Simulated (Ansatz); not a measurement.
Take TeS2 in the CdI2 type structure (space group P-3m1, No. 164; a = 3.7440 Å, c = 5.4601 Å; a hypothetical phase, not in the database extracts checked; layered; relaxed with 0.1 eV smearing) as the base. Axes: x lies along a and z along c of the hexagonal cell.

Computed with PBEsol-D3(BJ) (Ansatz, a program for electronic structure, PAW, without spin-orbit coupling).

Base values:

| Quantity | Value |
|---|---|
| Shortest interatomic distance | 2.664 Å |

Modification: uniaxial stress, 2 GPa tension along x, with the cell and atoms free to relax against it.

**Question.** What happens to the strain response?

**Answer.** The strain response (xx, yy, zz) is (+2.59, −0.64, −1.07) %.

**Question.** What does the calculation give for the energy relative to the base after the change?

**Answer.** The energy grows by 3.7 meV/atom.

**Question.** What happens to the shortest interatomic distance?

**Answer.** The shortest interatomic distance falls by 0.002 Å (2.664 Å → 2.662 Å).

Beyond what the load breaks, stability against distortions was not tested. All final runs are without spin polarisation.
